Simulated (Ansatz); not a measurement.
We consider rock-salt NaH, described by G0W0@HSE06 (hard PAW, contour deformation; Ansatz, a first-principles code).

The cell has the measured lattice parameters. Conventional cell: a = 4.8720 Å, b = 4.8720 Å, c = 4.8720 Å, α = 90.00°, β = 90.00°, γ = 90.00°.

The quasiparticle gap at Γ at a fixed k mesh 2×2×2:

```
response cutoff          value (eV)
-----------------------  ----------
200 eV, 341 empty bands      16.853
250 eV, 477 empty bands      16.794
300 eV, 627 empty bands      16.785
400 eV, 965 empty bands      16.775
```

Task: Taking the value to converge with the response cutoff E as E^(−3/2), extrapolate from the last two rows.

Result: With y = y∞ + c/w and weights w = 5196 and 8000 for the last two rows, y∞ = (w2 y2 − w1 y1)/(w2 − w1) = (8000 × 16.775 − 5196 × 16.785)/2804 = 16.756 eV, which lies 0.019 beyond the last row. Successive pairs of rows give 16.646, 16.756, 16.756. The limit also hangs on the law assumed, so its last digits aren't firm.

The other settings are not extrapolated, so this is the limit in one setting alone.

The smallest gap on this mesh is 6.33 eV, away from Γ.

Note: GW on a hybrid start was not checked against another program.
